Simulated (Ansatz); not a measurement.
Results of LDA in Ansatz (PAW) for CuCl (model structure, started from the HgO type, P3₁21, No. 152, 6 atoms in the cell).

Run with plane-wave cutoff 520 eV, 12×12×4 k mesh (along the axes of the cell as run), Fermi–Dirac smearing 0.01 eV, no spin polarisation, scalar-relativistic PAW data made under PBE.

Cell (relaxed with PBE-D3(BJ)):

```xyz
6
Lattice="3.8918 0.0000 0.0000 -1.9459 3.3704 0.0000 0.0000 0.0000 9.1763" Properties=species:S:1:pos:R:3 pbc="T T T"
Cu     0.4719     0.8174     4.5882
Cu     2.9479     0.0000     7.6470
Cu    -1.4740     2.5530     1.5294
Cl     1.0692     1.8519     0.0000
Cl     1.7534     0.0000     3.0588
Cl    -0.8767     1.5185     6.1176
```

### Question
Estimate the band gap and smallest direct gap on the k points sampled that the calculation returns.

### Answer

band gap: 1.79 eV (indirect)
smallest direct gap on the k points sampled: 2.04 eV

Note: the relaxation could raise the start's symmetry but not lower it, so the cell can be a saddle point; cell and atoms aren't relaxed at this level (pressure -4.2 GPa).

Static lattice: no zero-point or thermal effects.

A model structure was made by putting elements into a prototype or built by hand; it is no filed structure, need not be a known phase, and can be a saddle point held by its symmetry.

Ansatz is a first-principles code.
